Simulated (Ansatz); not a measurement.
A (6,0) germanium nanotube, relaxed period 7.052 Å, atoms relaxed at each strain.

```json
[
 {"strain": "-0.015", "energy (meV a period)": "+37.6", "axial force (nN)": "-1.14"},
 {"strain": "+0.015", "energy (meV a period)": "+37.3", "axial force (nN)": "+1.14"}
]
```

Method: PBE (plane waves to 420 eV, PAW; Ansatz, a quantum-chemistry and plane-wave program). Mesh 1×1×12. No spin polarisation. Periodic along z alone, with about 11 Å of vacuum beside it. A hypothetical model, rolled from the flat sheet. It keeps the symmetry and period of its start, so it need not be a minimum against all distortions. Values not marked SOC lack spin–orbit coupling. Buckling under compression is shut out by symmetry and the short period. Energies are free energies at a Fermi–Dirac width of 0.05 eV, from the unstrained cell.

Mean diameter 7.65 Å.

Problem. Work out the axial stiffness dF/dε in two ways, and what it means for a modulus.

Solution. From the forces: (+1.14 − (-1.14))/0.030 = 76.0 nN. From the energies: (E₊ + E₋)/(ε² c) = 0.0749 eV/(0.015² × 7.052 Å) = 47.20 eV/Å = 75.6 nN. The two agree to within 1 %. Spread over the circumference π × 7.65 Å, the force value is a sheet stiffness of 32 N/m.
